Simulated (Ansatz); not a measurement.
The starting structures come from a database of crystals and need not be the phases stable at ambient conditions.

Inside the gap of an insulator the Bloch states are evanescent, with a wavenumber k + iκ along the transport direction.

Data:

```yaml
crystal:
  lattice:
    - [3.83296, 0.00000, 0.00000]
    - [0.00000, 6.53239, 0.00000]
    - [0.00000, 3.24651, 5.64881]
  atoms:
    - { symbol: La, position: [0.25000, 0.83263, 0.83335] }
    - { symbol: La, position: [0.75000, 0.16737, 0.16665] }
    - { symbol: H, position: [0.25000, 0.35757, 0.77417] }
    - { symbol: H, position: [0.75000, 0.64243, 0.22583] }
    - { symbol: H, position: [0.25000, 0.77786, 0.36350] }
    - { symbol: H, position: [0.75000, 0.22214, 0.63650] }
    - { symbol: H, position: [0.25000, 0.36719, 0.35935] }
    - { symbol: H, position: [0.75000, 0.63281, 0.64065] }
    - { symbol: O, position: [0.25000, 0.19121, 0.88999] }
    - { symbol: O, position: [0.75000, 0.80879, 0.11001] }
    - { symbol: O, position: [0.25000, 0.89140, 0.41745] }
    - { symbol: O, position: [0.75000, 0.10860, 0.58255] }
    - { symbol: O, position: [0.25000, 0.41921, 0.19213] }
    - { symbol: O, position: [0.75000, 0.58079, 0.80787] }
```

Space group of this cell: P2_1/m. The cell is taken as given.

Transport runs along the normal of the first two printed cell vectors.

No gap correction and no spin-orbit coupling; mid-gap values are interpolated between computed energies.

Task: Estimate the band gap and the smallest decay constant κ at mid-gap that Ansatz (a program for electronic structure) with r2SCAN returns for this system.

Result: Gap 4.31 eV on a 8×6×6 mesh; κ = 0.422 1/Å, at the zone centre.
